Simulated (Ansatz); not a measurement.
```
CELL_PARAMETERS angstrom
      3.06608     0.00000     0.00000
     -1.53304     2.65530     0.00000
      0.00000     0.00000     3.48922
ATOMIC_POSITIONS crystal
  Mg 0.00000 0.00000 0.00000
  B  0.66667 0.33333 0.50000
  B  0.33333 0.66667 0.50000
```

Method: PBEsol, DFPT electron-phonon coupling, linearised Boltzmann equation (plane waves, PAW, scalar-relativistic; Ansatz, a quantum-chemistry and plane-wave program). Cell: relaxed with this functional, without spin-orbit coupling.

**Question.** What phonon-limited resistivity does this give at 300 K?

**Answer.** 5.9 (x), 5.9 (y), 5.4 (z) μΩ·cm.

**Question.** And the electrons' mean free path at that temperature?

**Answer.** 18.8 (x), 18.8 (y), 21 (z) nm, weighted by the current that each state carries. Wires not much wider than this gain resistivity from their walls.

A metal at this level (no band gap). Only scattering by harmonic phonons is included (no impurities, grain boundaries, electron-electron scattering or thermal expansion). Spin-orbit coupling is left out. The squared frequency of the phonon mode least converged on the k mesh is uncertain by 17 %. Halving the electron mesh (32x32x24) moves the resistivity by up to 3 % at 300 K, the mean free path by up to 3 %. Smearing 0.20 eV; phonons on a 5x5x4 q mesh, which this run doesn't test.
